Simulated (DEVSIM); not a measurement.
Structure: Schottky contact on n-type ZnO, at 250 K.

Layer 1 from the left is ZnO, thickness (μm) 1.60, Nd (cm⁻³) 1.8e17, τn (s) 2.1e-9, τp (s) 2.1e-9. Layer 2 from the left is ZnO, thickness (μm) 9.20, Nd (cm⁻³) 5.2e17, τn (s) 2.1e-9, τp (s) 2.1e-9.

Left contact: Schottky, work function 5.83 eV, emission velocity 3.5e6 cm/s. Right contact: ohmic. Voltage is applied to the left contact. Recombination: SRH at mid-gap, radiative, Auger. Mobility is μmin + (μ − μmin)/(1 + (N/Nref)^α).

Constants are typed, rounded textbook-type inputs, not results; the design itself was drawn at random and stands for no fabricated device. Values at 300 K; Nc and Nv go as T^1.5, mobilities as T to minus their exponent, the gap by Varshni's rule with the affinity fixed.

ZnO: gap (eV) 3.37, affinity (eV) 4.5, permittivity 8.7, Nc (cm⁻³) 3.7e18, Nv (cm⁻³) 1.8e19, μn (cm²/Vs) 200, μp (cm²/Vs) 20, μn,min 20, μp,min 2, Nref,n 1e18, Nref,p 1e18, αn 0.6, αp 0.6, T exponent of μn 1.5, T exponent of μp 1.5, B (cm³/s) 1e-10, Cn (cm⁶/s) 1e-31, Cp (cm⁶/s) 1e-31, Varshni α (eV/K) 0.00055, Varshni β (K) 900.

Simulated with DEVSIM: 1D drift-diffusion, Boltzmann statistics, complete ionisation; no tunnelling, impact ionisation, image-force lowering or self-heating. Metal contacts follow the ideal Schottky-Mott rule: no Fermi-level pinning, no interface dipoles.

Dark forward current:

```
|V| (V)  |J| (A/cm²)
-------  -----------
0.40       2.633e-13
0.45       2.677e-12
0.50       2.720e-11
0.55       2.763e-10
0.60        2.806e-9
0.65        2.849e-8
0.70        2.891e-7
0.75        2.932e-6
0.80        2.972e-5
0.85       0.0003010
0.90        0.003044
0.95         0.03073
1.00          0.3090
1.05           3.060
1.10           27.37
1.15           154.7
1.20           439.4
1.25           820.9
1.30            1250
1.35            1704
1.40            2175
```

Work out the local ideality factor n = ΔV / (kT/q · ln(J2/J1)) between the rows 0.40 and 0.45 V, 1.35 and 1.40 V.

kT/q = 21.54 mV. From 0.40 to 0.45 V: ln(2.677e-12/2.633e-13) = 2.319, n = 1.00, near the 1 of diffusion or emission over a barrier. From 1.35 to 1.40 V: ln(2175/1704) = 0.244, n = 9.51; the layers' resistance at their doping, Σ W/(qμN) = 9.4e-5 Ω cm², would take 44 mV of this step of 50 mV.

Estimate the current at 0.75 V for emission alone, J0 = q v N_band exp(−φB/kT), and read the barrier back from the simulated current.

φB = 1.330 eV, N_band = 2.81e18 cm⁻³, J0 = 2.41e-21 A/cm²; J = J0 (exp(qV/kT) − 1) = 3.19e-6 A/cm². The simulation gives 2.93e-6 A/cm²; the estimate lies 8.9 % above. Read backwards, the simulated current gives an apparent barrier of 1.332 eV. The estimate leaves out transport through the depletion region and minority injection.
